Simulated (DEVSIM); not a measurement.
System: Schottky contact on n-type Si, at 300 K.

```csv
layer (left to right),material,thickness (μm),Nd (cm⁻³),τn (s),τp (s)
1,Si,1.10,8.4e15,9.4e-7,9.4e-7
```

Left contact: Schottky, work function 4.81 eV, emission velocity 4.6e6 cm/s. Right contact: ohmic. Voltage is applied to the left contact. Recombination: SRH at mid-gap. Gap narrowing is on: ΔEg = 6.92 meV × (l + √(l² + 0.5)), l = ln(N/1.3e17 cm⁻³), shared equally by both band edges. Mobility is μmin + (μ − μmin)/(1 + (N/Nref)^α).

This is a model device: material constants are rounded textbook-type values typed into the input, and sizes, dopings and lifetimes were drawn at random. Values at 300 K. The table also holds parameters that only a changed run uses.

```csv
parameter,Si
gap (eV),1.124
affinity (eV),4.05
permittivity,11.7
Nc (cm⁻³),2.86e19
Nv (cm⁻³),3.1e19
μn (cm²/Vs),1417
μp (cm²/Vs),470
"μn,min",52
"μp,min",45
"Nref,n",9.7e16
"Nref,p",2.2e17
αn,0.68
αp,0.72
Cn (cm⁶/s),2.8e-31
Cp (cm⁶/s),9.9e-32
```

Simulated with DEVSIM: 1D drift-diffusion, Boltzmann statistics, complete ionisation; no tunnelling, impact ionisation, image-force lowering or self-heating. Metal contacts follow the ideal Schottky-Mott rule: no Fermi-level pinning, no interface dipoles.

Base results: dark forward voltage at 100 A/cm² (V) 0.458; largest field in the device at zero bias (V/cm) 37000; potential step across the device at zero bias (V) 0.549; dark forward voltage at 1 A/cm² (V) 0.328.

Question: What follows from this one change: thickness of layer 1 1.1 → 5.5 μm?

Answer: dark forward voltage at 100 A/cm² 0.458 → 0.486 V; largest field in the device at zero bias little changed (37000 V/cm); potential step across the device at zero bias little changed (0.549 V); dark forward voltage at 1 A/cm² little changed (0.329 V).

Question: What follows from this one change: metal work function 4.81 → 4.71 eV?

Answer: dark forward voltage at 100 A/cm² 0.458 → 0.358 V; largest field in the device at zero bias 37000 → 33000 V/cm; potential step across the device at zero bias 0.549 → 0.449 V; dark forward voltage at 1 A/cm² 0.328 → 0.228 V.

Question: What follows from this one change: metal work function 4.81 → 5.01 eV?

Answer: dark forward voltage at 100 A/cm² 0.458 → 0.648 V; largest field in the device at zero bias 37000 → 48000 V/cm; potential step across the device at zero bias 0.549 → 0.749 V; dark forward voltage at 1 A/cm² 0.328 → 0.523 V.

Question: What follows from this one change: doping Nd of layer 1 8.4e+15 → 2.5e+16 cm^-3?

Answer: dark forward voltage at 100 A/cm² 0.458 → 0.450 V; largest field in the device at zero bias 37000 → 65000 V/cm; potential step across the device at zero bias 0.549 → 0.577 V; dark forward voltage at 1 A/cm² little changed (0.326 V).
